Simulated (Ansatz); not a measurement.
## HgF2: band gap against pressure

HgF2 (fluorite, Fm-3m, 14.160 Å³/atom and stress up to 0.01 GPa in the relaxed cell, cube axes along x, y and z) under hydrostatic pressure, with the cell free. PBEsol in Ansatz, a plane-wave DFT program (PAW, default set), 420 eV, 10×10×10 Γ-centred mesh, Fermi-Dirac smearing 0.05 eV; ions are relaxed, or left where forces stay under 0.02 eV/Å, within the symmetry of each cell. Gaps are the smallest over the k-mesh and a band path, without spin-orbit coupling; in all rows the valence edge lies at Γ and the conduction edge at Γ.

Here P stands for pressure and Eg for gap.

| pressure (GPa) | gap (eV) |
|---|---|
| -2.0 | 0.800 |
| -1.0 | 0.800 |
| 0.0 | 0.799 |
| 0.9 | 0.798 |
| 2.1 | 0.797 |
| 4.5 | 0.794 |
| 9.0 | ? |

Fit Eg of the 6 rows that show it with a straight line. Means: P 0.75000, Eg 0.7980. About the means, the sum of products is -0.026100 and the sum of squares of P is 27.095; the slope is their ratio. Least squares gives Eg = 0.7987 - 0.00096·P. Residuals (row less fit): -0.0006, 0.0003, 0.0003, 0.0002, 0.0003, -0.0004; standard error 0.0005 (degrees of freedom: 4). Over these rows the gap moves by -0.96 ± 0.09 meV per GPa.

### Question
Predict the withheld Eg at P = 9.0 from the fit, and compare with the calculation.

### Answer
Eg = 0.7987 - 0.00096 × 9.0 = 0.7901 eV. The calculation gives 0.787 eV, 0.0031 eV below the prediction (23.8 % of the range of Eg in the table). The row lies outside the fitted rows, so this is an extrapolation. The scatter of the fitted rows lies at the last printed digit.

With Pb, Bi, Tl or Hg spin-orbit coupling changes such a gap by tenths of an eV to over 1 eV. The start is a measured cell from the literature; how it stands against other phases or cation orders wasn't checked. Other structures, which can take over under pressure, weren't tried. Spin-orbit coupling is left out, which can shift this property for HgF2. Rows are the converged runs of the series near zero and its far end, less any whose ions stayed unrelaxed beside relaxed ones; series whose fitted rows scatter by over a few per cent of the range, as at a crossing or softening among them, aren't shown in this form. Most that stay on the fit to the last digits aren't either.
